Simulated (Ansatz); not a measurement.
**SrO: pressure series**

Base system: SrO in the rock salt structure (space group Fm-3m, No. 225; a = 5.122 Å).

Cell and atoms are relaxed at each pressure.

All numbers come from plane-wave PAW DFT at the PBEsol level (Ansatz, an electronic-structure program, 420 eV), scalar-relativistic without spin-orbit coupling.

```
P (GPa)  V (Å³/atom)
-------  -----------
-2.00         17.181
-1.00         16.985
0.29          16.750
0.68          16.681
1.50          16.543
3.00          16.306
5.00          16.016
7.50          15.689
10.00         15.394
```

**Question.** Fit a third-order Birch–Murnaghan equation of state.

**Answer.** Least squares on P(V) = (3B₀/2)[(V₀/V)^(7/3) − (V₀/V)^(5/3)]·[1 + (3/4)(B₀′ − 4)((V₀/V)^(2/3) − 1)] gives V₀ = 16.80 Å³/atom, B₀ = 94 GPa and B₀′ = 4.5.

Measured bulk modulus of SrO: 91 GPa (room temperature; as listed in Juan A. Santana et al., The Journal of Chemical Physics (2016)); the computed value is for a static lattice, so the two differ by thermal effects too.

Load acts through the strain it causes; cell and atoms are relaxed under it. Stability against distortions was not tested. No other phases were tried under pressure.
